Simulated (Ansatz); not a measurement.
Results of PBEsol-D3(BJ) (plane waves, PAW; Ansatz, a quantum-chemistry and plane-wave program) for Ti5Te4 (I4/m, No. 87).

Run with plane-wave cutoff 520 eV, 16×16×16 k mesh, Fermi–Dirac smearing 0.05 eV, no spin polarisation, scalar-relativistic PAW data made under PBE.

Computed at the level's own relaxed cell.

Estimate the pressure derivative B′ of the bulk modulus, equilibrium lattice constant a and c axis length that the calculation returns.


- pressure derivative B′ of the bulk modulus = 4.8
- equilibrium lattice constant a = 9.905 Å
- c axis length = 3.578 Å

The run finds no gap.

Note: the volume lies 10 % below that of the published cell; the bulk modulus comes from volumes at which shape and atoms were relaxed.

Spin–orbit coupling is not included; it can open a gap where bands touch, and shift volumes and moduli.

It cost around 2.9 core-hours (rough) of CPU time.
